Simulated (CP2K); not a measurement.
A self-consistent single point of RbBr (Fm-3m, 2 atoms in the cell) with CP2K.

Method: PBE, GPW, DZVP-MOLOPT-SR-GTH basis, GTH-PBE potentials (GTH_POTENTIALS) (CP2K 2026.2).

The change in words: lattice scaled by 0.98. Reference geometry:
```yaml
crystal:
  lattice:
    - [4.88256, 0.00000, 0.00000]
    - [2.44128, 4.22842, 0.00000]
    - [2.44128, 1.40948, 3.98660]
  atoms:
    - { symbol: Rb, position: [0.00000, 0.00000, 0.00000] }
    - { symbol: Br, position: [0.50000, 0.50000, 0.50000] }
```

Reference input (self-consistent single point, DFT PBE, GPW, DZVP-MOLOPT-SR-GTH basis, GTH-PBE potentials (GTH_POTENTIALS)): CUTOFF = 500 Ry; REL_CUTOFF = 50 Ry; KPOINTS/SCHEME = MONKHORST-PACK 7 7 7; XC_FUNCTIONAL = PBE; Rb/BASIS_SET = DZVP-MOLOPT-SR-GTH; Rb/POTENTIAL = GTH-PBE-q9; Br/BASIS_SET = DZVP-MOLOPT-SR-GTH; Br/POTENTIAL = GTH-PBE-q7; METHOD = GPW; EPS_DEFAULT = 1e-10; NGRIDS = 5; SCF_GUESS = ATOMIC. This run's input differs from it in these lines:

```diff
@@ -58,4 +58,4 @@
     &CELL
-      ABC 4.88256400 4.88256360 4.88256421
-      ALPHA_BETA_GAMMA 59.99999838 60.00000139 59.99999730
+      ABC 4.78491200 4.78491257 4.78491255
+      ALPHA_BETA_GAMMA 60.00000648 60.00000379 60.00000391
       PERIODIC XYZ
```

Log, with long lists cut:

```
 SCF WAVEFUNCTION OPTIMIZATION

  Step     Update method      Time    Convergence         Total energy    Change
     1 NoMix/Diag. 0.40E+00      -     0.92720736       -37.6513370609 -3.77E+01
     2 Broy./Diag. 0.40E+00      -     0.08633777       -37.3619631190  2.89E-01
     3 Broy./Diag. 0.40E+00      -     0.05621714       -37.5806153007 -2.19E-01
     4 Broy./Diag. 0.40E+00      -     0.00600288       -37.6470716665 -6.65E-02
     5 Broy./Diag. 0.40E+00      -     0.00250200       -37.6420287789  5.04E-03
     6 Broy./Diag. 0.40E+00      -     0.00038300       -37.6480202074 -5.99E-03
     7 Broy./Diag. 0.40E+00      -     0.00003219       -37.6483395628 -3.19E-04
     8 Broy./Diag. 0.40E+00      -     0.00002236       -37.6481683336  1.71E-04
     9 Broy./Diag. 0.40E+00      -     0.00000255       -37.6481375409  3.08E-05
    10 Broy./Diag. 0.40E+00      -     0.00000118       -37.6481403051 -2.76E-06
    11 Broy./Diag. 0.40E+00      -     0.00000001       -37.6481413983 -1.09E-06
  *** SCF run converged in    11 steps ***

  Overlap energy of the core charge distribution:               0.00000000000000
  Self energy of the core charge distribution:                -74.27728578503218
  Core Hamiltonian energy:                                     16.65000247744571
  Hartree energy:                                              26.40951155220972
  Exchange-correlation energy:                                 -6.43036964293796

  Total energy:                                               -37.64814139831471

                     Mulliken Population Analysis

 #  Atom  Element  Kind  Atomic population                           Net charge
       1     Rb       1          8.408198                              0.591802
       2     Br       2          7.591802                             -0.591802
   [... lines left out ...]

 STRESS| Analytical stress tensor [bar]
 STRESS|                        x                   y                   z
 STRESS|      x        1.96287212903E+04   2.37468767073E-02   1.68667409696E-02
 STRESS|      y        2.37468767073E-02   1.96286309274E+04   6.78449902878E-02
 STRESS|      z        1.68667409696E-02   6.78449902878E-02   1.96284495353E+04
 STRESS| 1/3 Trace                                             1.96286005843E+04
```

The run converged in 11 iterations. Against the reference run the free energy goes up by 20.9 meV/atom, the pressure goes from 0.87 to 1.96 GPa and the gap on the mesh goes from 4.340 to 4.495 eV.

The starting cell comes from a database of computed structures (which also holds hypothetical and non-ambient phases and stackings), without a prior relaxation at this level. Its lattice was rescaled by a random factor within 2.5 % of one. For this run, on top of that: lattice scaled by 0.98. Values carry the incompleteness of an atom-centred basis.
